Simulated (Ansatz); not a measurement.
**Smallest direct gap on the k points sampled of KCSN (Pbcm, No. 57) at several levels of theory**

No measured value is used here.

Put these levels in order of the smallest direct gap on the k points sampled that they give for KCSN (Pbcm, No. 57), smallest first: HSE06 (Ansatz, a first-principles code), LDA (Ansatz), PBE0 (Ansatz), r²SCAN (Ansatz).

LDA (3.76 eV), r²SCAN (4.55 eV), HSE06 (5.44 eV), PBE0 (6.18 eV)

Unless a cell is named, each level is at its own relaxed cell (LDA 18.67, r²SCAN 20.97 Å³/atom).

Computed values are for a static lattice.  Values are at the measured cell; r²SCAN at the level's own equilibrium cell; LDA at the level's own equilibrium cell. Cutoffs and k meshes differ between the levels. Ansatz's density-functional and Hartree–Fock values are scalar-relativistic unless marked +SOC, with PAW data made under PBE.
